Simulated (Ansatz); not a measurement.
SnS, response to strain

The reference is SnS in the GeS type structure (space group Pnma, No. 62; a = 11.155 Å, b = 4.000 Å, c = 4.261 Å). Axes: x, y, z lie along a, b, c of the conventional cell.

Strains are applied to the cell and any free atomic positions relax; under biaxial strain the out-of-plane vector relaxes too; under stress the whole cell relaxes.

Level of theory: plane-wave PAW DFT at the PBE-D3(BJ) level (Ansatz, an electronic-structure program, 420 eV), no spin-orbit coupling.

Base values:

The band gap comes out as 0.70 eV.

Task: The aim is a band gap between 0.33 eV and 0.40 eV. Which of these changes reaches it?
(A) uniaxial stress, 2 GPa tension along x
(B) biaxial strain +2.20 %, plane normal [001], relaxed out of plane
(C) isotropic strain +1.09 %

Result: A, uniaxial stress, 2 GPa tension along x. It gives 0.37 eV; biaxial strain +2.20 %, plane normal [001], relaxed out of plane gives 0.67 eV; isotropic strain +1.09 % gives 0.87 eV. Changes not listed may reach it too

Beyond what the load breaks, stability against distortions was not tested.
